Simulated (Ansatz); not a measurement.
The starting structures come from a database of crystals and need not be the phases stable at ambient conditions.

Tunnelling through a barrier is set by its complex band structure: the current falls as exp(−2κd) with the smallest κ.

Here is the system:

```xyz
6
Lattice="4.9546 0.0000 0.0000 0.0000 4.9546 0.0000 2.4773 -2.4773 3.6557" Properties=species:S:1:pos:R:3 pbc="T T T"
Si     0.0000     0.0000     0.0000
Si     2.4773     0.0000     1.8278
O      3.7159     0.4796     0.9139
O      2.9568    -1.2386     2.7418
O      1.2386    -0.4796     0.9139
O      1.9977     1.2386     2.7418
```

The cell is taken as given.

Transport runs along the normal of the first two printed cell vectors, the (001) plane of the conventional cell.

No gap correction and no spin-orbit coupling; mid-gap is the computed energy nearest the middle.

Estimate the band gap and the smallest decay constant κ at mid-gap that r2SCAN (Ansatz, an electronic-structure program) returns for this system.

Gap 6.55 eV on a 8×8×8 mesh; κ = 0.557 1/Å, at the zone centre.
